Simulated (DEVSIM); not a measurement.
System: Ni/SiO2/n-GaAs capacitor, at 400 K.

```
layer (left to right)  material  thickness (nm)  Nd (cm⁻³)
---------------------  --------  --------------  ---------
1                          SiO2            1.20          -
2                          GaAs           13000     2.6e15
```

Metal gate on the left, work function 5.1 eV. Fixed charge at the semiconductor interface -2.6e10 cm⁻² (in units of +e); interface traps 2e12 cm⁻² eV⁻¹, uniform in energy, neutral level at 0.7 of the gap above the valence band.

This is a model device: material constants are rounded textbook-type values typed into the input, and sizes, dopings and lifetimes were drawn at random. Values at 300 K; Nc and Nv go as T^1.5, mobilities as T to minus their exponent, the gap by Varshni's rule with the affinity fixed.

| parameter | SiO2 | GaAs |
|---|---|---|
| gap (eV) | 9 | 1.424 |
| affinity (eV) | 0.9 | 4.07 |
| permittivity | 3.9 | 12.9 |
| Nc (cm⁻³) | - | 4.7e17 |
| Nv (cm⁻³) | - | 9e18 |
| Varshni α (eV/K) | - | 0.000541 |
| Varshni β (K) | - | 204 |

Model (solved in DEVSIM): 1D Poisson equation in equilibrium, Boltzmann statistics, complete ionisation; no quantum confinement or tunnelling. Metal contacts follow the ideal Schottky-Mott rule: no Fermi-level pinning, no interface dipoles.

Question: Tabulate band edges, carrier densities and field at 0.2 V on the gate.

Answer: Energies count from the Fermi level of the right contact; mesh points crowd at the junctions.

| x (μm) | Ec (eV) | Ev (eV) | n (cm⁻³) | p (cm⁻³) | field (V/cm) |
|---|---|---|---|---|---|
| 0.000 | 4.000 | -5.000 | < 1e2 | < 1e2 | -400000 |
| 0.0006622 | 3.974 | -5.026 | < 1e2 | < 1e2 | -400000 |
| 0.001462 | 0.782 | -0.595 | 1.0e8 | 4.4e11 | -20000 |
| 0.003247 | 0.779 | -0.599 | 1.1e8 | 4.0e11 | -20000 |
| 0.009529 | 0.766 | -0.611 | 1.6e8 | 2.8e11 | -20000 |
| 0.02144 | 0.743 | -0.635 | 3.2e8 | 1.4e11 | -19000 |
| 0.04832 | 0.692 | -0.685 | 1.4e9 | 3.2e10 | -18000 |
| 0.1429 | 0.534 | -0.843 | 1.3e11 | 3.3e8 | -15000 |
| 0.3223 | 0.325 | -1.052 | 5.8e13 | 760000 | -8400 |
| 0.7269 | 0.198 | -1.179 | 2.3e15 | 19000 | -380 |
| 1.640 | 0.194 | -1.183 | 2.6e15 | 17000 | ≈ 0 |
| 4.851 | 0.194 | -1.183 | 2.6e15 | 17000 | ≈ 0 |
| 9.092 | 0.194 | -1.183 | 2.6e15 | 17000 | ≈ 0 |
| 11.27 | 0.194 | -1.183 | 2.6e15 | 17000 | ≈ 0 |
| 12.42 | 0.194 | -1.183 | 2.6e15 | 17000 | ≈ 0 |
| 12.74 | 0.194 | -1.183 | 2.6e15 | 17000 | ≈ 0 |
| 12.89 | 0.194 | -1.183 | 2.6e15 | 17000 | ≈ 0 |
| 12.95 | 0.194 | -1.183 | 2.6e15 | 17000 | ≈ 0 |
| 12.98 | 0.194 | -1.183 | 2.6e15 | 17000 | ≈ 0 |
| 12.99 | 0.194 | -1.183 | 2.6e15 | 17000 | ≈ 0 |
| 13.00 | 0.194 | -1.183 | 2.6e15 | 17000 | ≈ 0 |
| 13.00 | 0.194 | -1.183 | 2.6e15 | 17000 | ≈ 0 |
